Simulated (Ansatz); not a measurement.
**CsCl-type GdRh**

Computed with LDA in Ansatz (plane waves, PAW).

Numerical settings: plane-wave cutoff 520 eV, 16×16×16 k mesh, Fermi–Dirac smearing 0.05 eV, spin-polarised with parallel moments, scalar-relativistic PAW data made under PBE.

Cell (relaxed at this level):

```
GdRh
1.0
    3.36845     0.00000     0.00000
    0.00000     3.36845     0.00000
    0.00000     0.00000     3.36845
Gd Rh
1 1
Cartesian
  0.00000   0.00000   0.00000
  1.68423   1.68423   1.68423
```
Starting moments (μB, in the order of the record's atoms Gd Rh): 7.0 0.0.

```
Item                     Value
---------------  -------------
band gap         zero (no gap)
bulk modulus B0        127 GPa
```

Note: the magnetic order was assumed, not searched for or taken from measurement; the 4f shell is treated without U or exact exchange, so its levels and filling can be wrong; the bulk modulus is −V dP/dV from two relaxed cells at ±2 % in volume; the volume lies 6 % below that of the published cell.

Spin–orbit coupling is not included.

Static lattice: no zero-point or thermal effects.

It cost roughly 3 core-minutes of CPU time.

Ansatz is a first-principles code.
